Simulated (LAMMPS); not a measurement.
Pressure dependence of Cu3Au (L1_2) at 1560 K, from the melt.

Level of theory: classical MD, pair style eam, the elements' _u3.eam files (universal-3 set of Foiles, Baskes and Daw); code LAMMPS.

```json
[
 {"P (GPa)": "0", "state": "liquid", "volume": "14.975 ± 0.001 Å³/atom", "coordination number of Au by Cu": "10.5 (counted to 3.66 Å)", "self-diffusion coefficient of Au (not corrected for cell size)": "(4.3 ± 0.2) × 10^-5 cm²/s"},
 {"P (GPa)": "2", "state": "liquid", "volume": "14.587 ± 0.001 Å³/atom", "coordination number of Au by Cu": "10.8 (counted to 3.66 Å)", "self-diffusion coefficient of Au (not corrected for cell size)": "(4.1 ± 0.1) × 10^-5 cm²/s"},
 {"P (GPa)": "5", "state": "liquid", "volume": "14.124 ± 0.001 Å³/atom", "coordination number of Au by Cu": "11.0 (counted to 3.66 Å)", "self-diffusion coefficient of Au (not corrected for cell size)": "(3.07 ± 0.10) × 10^-5 cm²/s"}
]
```

Caution: a run this short can hold a crystal over, or a liquid under, the potential's own melting point, which these runs don't give.

Estimate the isothermal bulk modulus at zero pressure. A parabola P(ln V) through the three points gives −dP/d ln V = 69 GPa at zero pressure.

States go by the mean squared displacement: a species diffuses where it passes 1.5 Å², still rises and gives D over 1e-6 cm²/s; a crystal has left its structure where atoms lie 0.35 Å off their sites on average or a cubic box changes its shape by 3 %, or the axial ratios of another lie 8 % off the starting cell's, which the potential's own relaxation can also do.

Errors of D are the spread over four groups of atoms in one short run; a floor of about 5 %, a picked value, is safer.

The ± values are statistical; the model's systematic error is not in them.
